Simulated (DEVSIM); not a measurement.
Structure: abrupt Si p-n junction, at 300 K.

| layer (left to right) | material | thickness (μm) | Nd (cm⁻³) | Na (cm⁻³) | τn (s) | τp (s) |
|---|---|---|---|---|---|---|
| 1 | Si | 2.40 | - | 3.7e16 | 2.7e-7 | 2.7e-7 |
| 2 | Si | 9.10 | 2.9e16 | - | 2.7e-7 | 2.7e-7 |

Left contact: ohmic. Right contact: ohmic. Voltage is applied to the left contact. Recombination: SRH at mid-gap, radiative, Auger. Mobility is μmin + (μ − μmin)/(1 + (N/Nref)^α).

Constants are typed, rounded textbook-type inputs, not results; the design itself was drawn at random and stands for no fabricated device. Values at 300 K.

```tsv
parameter	Si
gap (eV)	1.124
affinity (eV)	4.05
permittivity	11.7
Nc (cm⁻³)	2.86e19
Nv (cm⁻³)	3.1e19
μn (cm²/Vs)	1417
μp (cm²/Vs)	470
μn,min	52
μp,min	45
Nref,n	9.7e16
Nref,p	2.2e17
αn	0.68
αp	0.72
B (cm³/s)	4.7e-15
Cn (cm⁶/s)	2.8e-31
Cp (cm⁶/s)	9.9e-32
```

DEVSIM, 1D drift-diffusion, Boltzmann statistics, complete ionisation; no tunnelling, impact ionisation, image-force lowering or self-heating.

The thickness of layer 1 was swept, all else fixed.

```csv
thickness of layer 1 (μm),dark forward voltage at 1 A/cm² (V),dark forward voltage at 100 A/cm² (V)
0.48,0.568,0.708
0.84,0.583,0.723
1.4,0.596,0.735
2.4,0.608,0.746
4.1,0.620,0.758
7.2,0.631,0.773
12,0.639,0.787
```

From the first row to the last the dark forward voltage at 1 A/cm² goes from 0.568 to 0.639. From the first row to the last the dark forward voltage at 100 A/cm² goes from 0.708 to 0.787.
